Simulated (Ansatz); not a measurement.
The starting structures come from a database of crystals and need not be the phases stable at ambient conditions.

 Where the default PAW files enter, the runs use the earlier of Ansatz's two default sets.

Data:

```xyz
2
Lattice="4.2036 0.0000 0.0000 0.0000 4.2036 0.0000 2.1018 -2.1018 2.9724" Properties=species:S:1:pos:R:3 pbc="T T T"
Mg     0.0000     0.0000     0.0000
Te     2.1018     2.1018     0.0000
```

Space group of this cell: Fm-3m, rock salt. The cell is taken as given; by PBEsol its mean pressure is -1.0 GPa.

Method: PBEsol (plane waves, PAW; Ansatz, an electronic-structure program).

The current runs along the normal of the first two printed vectors; no spin-orbit coupling. Scaled by the factor s: both lengths across the current (ions clamped). Meshes 10×10×10 and 8×8 across the current in all rows.

| s | mean pressure (GPa) | band gap (eV) |
|---|---|---|
| 0.98 | 1.1 | ? |
| 1.00 | -1.0 | 0.44 |
| 1.02 | -2.6 | 0.32 |

**Question.** Take the slope of the band gap against ln s from the two given rows, extrapolate to s = 0.98, and say what the run there gives.

**Answer.** Slope = (0.32 − 0.44) / ln 1.02 = -6.06 eV. The line gives 0.44 + (-6.06) × ln 0.98 = 0.56 eV. The run gives 0.35 eV, 0.21 eV under the line, 174 % of the predicted step.
